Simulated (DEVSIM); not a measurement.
Device: abrupt Ge n-p junction, at 300 K.

```tsv
layer (left to right)	material	thickness (μm)	Nd (cm⁻³)	Na (cm⁻³)	τn (s)	τp (s)
1	Ge	2.60	4.9e17	-	5.7e-6	5.7e-6
2	Ge	30.0	-	4.9e15	5.7e-6	5.7e-6
```

Left contact: ohmic. Right contact: ohmic. Voltage is applied to the left contact. Recombination: SRH at mid-gap, radiative. Mobility is μmin + (μ − μmin)/(1 + (N/Nref)^α).

This is a model device: material constants are rounded textbook-type values typed into the input, and sizes, dopings and lifetimes were drawn at random. Values at 300 K.

```tsv
parameter	Ge
gap (eV)	0.664
affinity (eV)	4
permittivity	16
Nc (cm⁻³)	1.04e19
Nv (cm⁻³)	6e18
μn (cm²/Vs)	3900
μp (cm²/Vs)	1900
μn,min	150
μp,min	100
Nref,n	2.6e17
Nref,p	4e17
αn	0.56
αp	0.6
B (cm³/s)	6.4e-14
```

Model (solved in DEVSIM): 1D drift-diffusion, Boltzmann statistics, complete ionisation; no tunnelling, impact ionisation, image-force lowering or self-heating.

The doping Na of layer 2 was swept, all else fixed.

```json
[
 {"doping Na of layer 2 (cm^-3)": "1.5e14", "dark forward voltage at 1 A/cm² (V)": "0.120", "potential step across the device at zero bias (V)": "0.312", "dark forward voltage at 100 A/cm² (V)": "0.327", "largest field in the device at zero bias (V/cm)": "33000"},
 {"doping Na of layer 2 (cm^-3)": "4.9e14", "dark forward voltage at 1 A/cm² (V)": "…", "potential step across the device at zero bias (V)": "0.342", "dark forward voltage at 100 A/cm² (V)": "0.328", "largest field in the device at zero bias (V/cm)": "33000"},
 {"doping Na of layer 2 (cm^-3)": "1.5e15", "dark forward voltage at 1 A/cm² (V)": "0.170", "potential step across the device at zero bias (V)": "0.371", "dark forward voltage at 100 A/cm² (V)": "0.333", "largest field in the device at zero bias (V/cm)": "34000"},
 {"doping Na of layer 2 (cm^-3)": "4.9e15", "dark forward voltage at 1 A/cm² (V)": "0.200", "potential step across the device at zero bias (V)": "0.401", "dark forward voltage at 100 A/cm² (V)": "0.344", "largest field in the device at zero bias (V/cm)": "36000"},
 {"doping Na of layer 2 (cm^-3)": "1.5e16", "dark forward voltage at 1 A/cm² (V)": "0.229", "potential step across the device at zero bias (V)": "0.430", "dark forward voltage at 100 A/cm² (V)": "0.362", "largest field in the device at zero bias (V/cm)": "44000"},
 {"doping Na of layer 2 (cm^-3)": "4.9e16", "dark forward voltage at 1 A/cm² (V)": "0.257", "potential step across the device at zero bias (V)": "0.461", "dark forward voltage at 100 A/cm² (V)": "0.384", "largest field in the device at zero bias (V/cm)": "66000"},
 {"doping Na of layer 2 (cm^-3)": "1.5e17", "dark forward voltage at 1 A/cm² (V)": "0.276", "potential step across the device at zero bias (V)": "0.490", "dark forward voltage at 100 A/cm² (V)": "0.400", "largest field in the device at zero bias (V/cm)": "110000"}
]
```

Problem. Fill in the missing entries.

Solution. 
- 4.9e14, dark forward voltage at 1 A/cm² (V): 0.143
